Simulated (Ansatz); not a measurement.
# Computed paths: interstitial Li in alpha Ga2O3, charge state +1

Defect: interstitial Li in alpha Ga2O3, charge state +1. The numbers are results of PBE, PAW (plane waves to 420 eV; Ansatz, a program for electronic structure), not measurements.

Cell of 120 host sites held at the relaxed PBE lattice; the Γ point alone; Fermi-Dirac width 0.01 eV, spin-restricted; finite-size errors left in. No zero-point or tunnelling terms. The host's phase is taken as given; its stability against other phases was not computed. The charge state is imposed; whether it is stable for some Fermi level was not computed. Sites that were not tried may lie lower.

Barriers: single points on a 2×2×2 k-point mesh shifted by half a step along c at the bands' geometries.

| Route | Start site over the lowest site run (eV) | Hop (Å) | Forward barrier (eV) | Backward barrier (eV) | Neighbours at the start | Neighbours at the saddle | Saddle order | Forward, on the band's own sampling (eV) |
|---|---|---|---|---|---|---|---|---|
| a concerted move, in which Li travels most | 0.00 | 2.93 | 1.58 | 0.86 | 2 Ga at 2.25; 6 O at 2.04 Å | 2 O at 1.73, O at 1.94 Å | not checked | 1.56 |
| a concerted move, in which Li travels most | 0.72 | 1.79 | 1.90 | 1.90 | Ga at 2.31, Ga at 2.37; 3 O at 1.88, 3 O at 2.24 Å | 3 O at 1.72 Å | not checked, on a symmetry element | 1.88 |

Paths come from nudged elastic bands with a climbing image. Of the routes that converged and passed our checks, the lowest saddle point lies 1.58 eV above the lowest of the sites run (a concerted move, in which Li travels most); other sites, such as split forms, and other routes may lie lower. A band can be held on a symmetry element, so unchecked saddle points there may be too high. A further band (a concerted move, in which Li travels most, 2.95 Å) gave 1.37 eV forward on its own sampling, 2.07 eV above the lowest site run, but a shoulder points to a second hump between its images, so it is not taken as a result.

The whole set of runs took about 6 core-hours (a rough figure).
